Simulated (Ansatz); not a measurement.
**What pressure 9 GPa does to Pd**

Take Pd in the fcc (Cu type) structure (space group Fm-3m, No. 225; a = 3.9084 Å) as the base.

One thing is altered: cell and atoms relaxed at a pressure of 9 GPa.

Computed with r2SCAN, PAW, 500 eV (Ansatz, a quantum-chemistry and plane-wave program; scalar-relativistic without spin-orbit coupling). Settings: 20×20×20 k-points, 0.05 eV Fermi–Dirac smearing.

| quantity | base | changed | shift |
|---|---|---|---|
| volume per atom | 14.93 Å³ | 14.29 Å³ | -0.634 Å³ |
| lattice parameter a | 390.8 pm | 385.2 pm | -5.6 pm |
| shortest interatomic distance | 276.4 pm | 272.4 pm | -4.0 pm |
| enthalpy H = E + PV relative to the base's energy | – | +0.82 eV/atom | – |
| band gap | zero | zero | – |

Final structure:

```
CELL_PARAMETERS angstrom
      0.00000     1.92613     1.92613
      1.92613     0.00000     1.92613
      1.92613     1.92613     0.00000
ATOMIC_POSITIONS crystal
  Pd 0.00000 0.00000 0.00000
```

Load acts through the strain it causes; cell and atoms are relaxed under it. Stability against distortions was not tested. No other phases were tried under pressure. The final runs are not spin-polarised. Pd has a high density of states at the Fermi level and may be magnetic at this level.
